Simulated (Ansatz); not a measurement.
The reference is Al in the fcc (Cu type) structure (space group Fm-3m, No. 225; a = 3.992 Å). Axes: x, y, z lie along the cube axes.

Computed with r2SCAN (Ansatz, a first-principles code, PAW, no spin-orbit coupling).

Before the change:

* **Pressure**: 0.0 GPa
* **Shortest interatomic distance**: 2.823 Å

It is then changed as follows: uniaxial strain ε_yy = −2.55 %, all other strain components held at zero, atoms relaxed at fixed cell.

Question: What happens to the pressure?

Answer: The pressure (mean of the normal stresses, compression positive) goes from zero to 2.6 GPa.

Question: What does the calculation give for the energy relative to the base after the change?

Answer: The energy rises by 4.3 meV/atom.

Question: What does the calculation give for the shortest interatomic distance after the change?

Answer: The shortest interatomic distance drops by 0.036 Å to 2.787 Å.

Without a gap, meshes like the base's 20×20×20 leave anisotropic stresses uncertain by several tenths of a GPa, and small strain energies with them. No phonon test of stability was made.
